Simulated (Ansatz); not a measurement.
**K2S: response to strain**

Base system: K2S in the anti-fluorite structure (space group Fm-3m, No. 225; a = 7.462 Å).

Strains are applied to the cell and any free atomic positions relax.

All numbers come from PBE/PAW in Ansatz (a first-principles code), without spin-orbit coupling.

Candidates:
(a) isotropic strain −2.00 %
(b) isotropic strain +2.00 %
(c) isotropic strain +3.00 %
(d) isotropic strain +0.50 %

Before the change:

```
Property               Value
-------------------  -------
Smallest direct gap  2.50 eV
```

Problem. Order them by smallest direct gap, highest first.

Solution. (a) isotropic strain −2.00 % (2.71 eV), (d) isotropic strain +0.50 % (2.45 eV), (b) isotropic strain +2.00 % (2.30 eV), (c) isotropic strain +3.00 % (2.21 eV)

Stability against distortions was not tested.
